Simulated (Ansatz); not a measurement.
Consider Y in the hcp (Mg type) structure (space group P6_3/mmc, No. 194; a = 3.683 Å, c = 5.698 Å). Axes: x lies along a and z along c of the hexagonal cell.

Level of theory: r2SCAN (Ansatz, a quantum-chemistry and plane-wave program), spin-orbit coupling left out.

For the base:

```
Quantity           Result
---------------  --------
Volume per atom  33.46 Å³
Pressure          0.0 GPa
Band gap             zero
```

It is then changed as follows: biaxial strain −3.02 %, plane normal [001], relaxed out of plane (Cartesian); in-plane vectors clamped, the third vector and the atoms free.

Q: How does this affect the volume per atom, pressure and band gap?

A: The volume per atom drops by 1.45 Å³ (33.46 Å³ → 32.01 Å³); the pressure (mean of the normal stresses, compression positive) goes from zero to 2.0 GPa; the band gap is still zero.

No phonon test of stability was made. The final runs are not spin-polarised.
